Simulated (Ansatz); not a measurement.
Worked example: self-consistent single point of CsZn₄P₃ (P4mm, 8 atoms in the cell) in Ansatz (an electronic-structure program).

Method: PBEsol, default PAW files made with PBE (plane waves; Ansatz).

```
CsZn4P3
1.0
    4.07464     0.00000     0.00000
    0.00000     4.07464     0.00000
    0.00000     0.00000    10.48461
Cs Zn P
1 4 3
Direct
  0.00000   0.00000   0.50477
  0.50000   0.00000   0.84844
  0.50000   0.00000   0.15156
  0.00000   0.50000   0.84844
  0.00000   0.50000   0.15156
  0.50000   0.50000   0.72670
  0.50000   0.50000   0.27330
  0.00000   0.00000   0.00000
```

Reference input (self-consistent single point, DFT, PBEsol, plane waves, default PAW files made with PBE): basis.ecutwfc = 420 eV; kpoints.mp_grid.grid = 5 5 2; hamiltonian.xc = pbesol; hamiltonian.pseudopotentials = {kind: paw} (the program's default PAW files); scf.occupations.method = fermi_dirac; scf.occupations.width = 0.136 eV. This run's input differs from it in these lines:

Ansatz 0.2 input:
```diff
@@ -16,3 +16,3 @@
 basis:
-  ecutwfc: 420.0
+  ecutwfc: 190.0
 kpoints:
```

Log, with long lists cut:

```
SCF iter   1: F=—  HF=-20902.933001 eV  |F-HF|=—  |Δ(HF+E_count)|=         —  Δρ=8.12e-2  dr2=5.38e0  ethr=1.77e-3  ⟨swp⟩=10.7  Hψ=2862  notcnv=0
all-band conjugate gradients solve this SCF's bands
preconditioner: auto → LDOS
SCF iter   2: F=—  HF=-20903.200541 eV  |F-HF|=—  |Δ(HF+E_count)|=   2.68e-1  Δρ=1.22e-1  dr2=1.73e1  ethr=1.77e-3  ⟨swp⟩=3.8  Hψ=1743  notcnv=0
   [... lines left out ...]
SCF iter   7: F=—  HF=-20893.814178 eV  |F-HF|=—  |Δ(HF+E_count)|=   2.85e-5  Δρ=1.27e-4  dr2=6.22e-5  ethr=2.85e-7  ⟨swp⟩=2.5  Hψ=1024  notcnv=0  defer=1
SCF iter   8: F=—  HF=-20893.813718 eV  |F-HF|=—  |Δ(HF+E_count)|=   4.59e-4  Δρ=4.06e-5  dr2=5.08e-6  ethr=8.64e-8  ⟨swp⟩=2.0  Hψ=673  notcnv=0  defer=1
SCF iter   9: F=—  HF=-20893.813718 eV  |F-HF|=—  |Δ(HF+E_count)|=   8.79e-7  Δρ=9.15e-6  dr2=6.30e-7  ethr=7.06e-9  ⟨swp⟩=2.8  Hψ=993  notcnv=0  defer=1
SCF iter  10: F=-20893.813717 eV  HF=-20893.813717 eV  |F-HF|=6.84e-10  |Δ(HF+E_count)|=   1.22e-7  Δρ=2.10e-6  dr2=7.06e-9  ethr=1.39e-10  ⟨swp⟩=7.2  Hψ=2107  notcnv=0
SCF 1 converged in 10 iterations: F = -20893.813717 eV  dr2 = 7.06e-9
Free energy (F): -20893.813717 eV
Internal energy: -20893.782138 eV  (E = F + TS)
E sigma→0 (E₀):  -20893.797928 eV
Entropy (-TS):   -0.031579 eV (-3.947 meV/atom)
Fermi energy:    7.407196 eV
--- Forces (eV/Å), atoms counted from 1 ---
  atom   1  Cs     0.00000000     0.00000000    -0.05643664
  atom   2  Zn    -0.00000000     0.00000000     0.10601047
  atom   3  Zn     0.00000000     0.00000000    -0.05959674
  atom   4  Zn     0.00000000     0.00000000     0.10601047
  atom   5  Zn     0.00000000     0.00000000    -0.05959674
  atom   6  P     -0.00000000     0.00000000     0.09402766
  atom   7  P      0.00000000     0.00000000    -0.09473626
  atom   8  P      0.00000000     0.00000000    -0.03570615
--- Stress (GPa, compression-positive) ---
       -3.178109       0.000000      -0.000000
        0.000000      -3.178109       0.000000
        0.000000       0.000000      -2.407461
  P = ⅓ Tr σ = -2.9212 GPa (-29.212 kbar)
  The stress holds the Pulay correction. Without it, at fixed plane waves, as pw.x and ABINIT print it: P = -137.4709 GPa
```

The run converged in 10 iterations. Against the reference run the free energy goes up by 4.77 eV/atom, the pressure goes from -2.19 to -2.92 GPa and the largest force goes from 0.147 to 0.106 eV/Å.

The starting cell comes from a database of computed structures (which also holds hypothetical and non-ambient phases and stackings), without a prior relaxation at this level. Its lattice was rescaled by up to half a per cent. One atom was moved a little off its site on purpose. Ansatz's pressure includes its estimate of the finite-basis (Pulay) stress. Without the estimate this run gives -137.47 GPa. The cutoff lies below the one recommended for these files. A gap is left out here, as mesh or smearing make it unsure.
